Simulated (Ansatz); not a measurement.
The parent structure is NaCl in the rock salt structure (space group Fm-3m, No. 225; a = 5.6015 Å).

Computed with Ansatz (a program for electronic structure) PBEsol, no spin-orbit coupling.

Strains are applied to the cell and any free atomic positions relax.

One change was made to it. Results:

| quantity | base | after |
|---|---|---|
| hole mass (degenerate bands, along [100]) | 0.60, 2.7, 2.7 mₑ (at Γ) | 0.61, 2.7, 2.7 mₑ (at Γ) |
| band gap | 5.01 eV | 4.96 eV |
| energy relative to the base (free energy F) | 0 meV/atom | +0.4 meV/atom |
| pressure | 0.01 GPa | -0.37 GPa |

### Question
Which of these changes matches the shifts?
A. isotropic strain +2.50 %
B. isotropic strain −3.00 %
C. isotropic strain +1.00 %
D. isotropic strain +0.50 %

### Answer
D, isotropic strain +0.50 %. For comparison, the band gap in the other runs: isotropic strain +1.00 % gives 4.90 eV; isotropic strain −3.00 % gives 5.38 eV; isotropic strain +2.50 % gives 4.75 eV.

Effective masses come from finite differences of ±0.01 Å⁻¹. Stability against distortions was not tested.
